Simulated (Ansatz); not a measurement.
An Ansatz (an electronic-structure program) input (LDA (Ansatz; PAW; 420 eV plane waves; no spin-orbit coupling)):

Ansatz 0.2 input:
```yaml
crystal:
  lattice:
    - [0, 1.9720162402, 1.9720162402]
    - [1.9720162402, 0, 1.9720162402]
    - [1.9720162402, 1.9720162402, 0]
  atoms:
    - { symbol: Al, position: [0, 0, 0] }
basis: { ecutwfc: 420, ecutrho_ratio: 4, xc_grid: 2, fft_grid_basis: typed }
kpoints: { mp_grid: { grid: [28, 28, 28] } }
hamiltonian:
  xc: lda
  dispersion: none
  pseudopotentials: { kind: paw }
scf: { occupations: { method: fermi_dirac, width: 0.1 }, convergence: { dr2_threshold: 0.0000000001 } }
relax: { f_tol: 0.005, max_steps: 50 }
output: { forces: true, stress: true }
checkpoint: { write: state.ck, write_every: 1000 }
```

### Question
Which symmetry and how many k-points will the program report, and about how many plane waves at Γ?

### Answer
Space group Fm-3m (ITA 225) with 48 operations, k-points 624 of 21952, and 307 plane waves at Γ.

### Question
And the final pressure?

### Answer
2.70 GPa (compression positive).

The cells carry an imposed strain or load. Whether these cells are dynamically stable was not tested. The cell was made from Al in the fcc (Cu type) structure (space group Fm-3m, No. 225) by this change: isotropic strain −1.00 %.
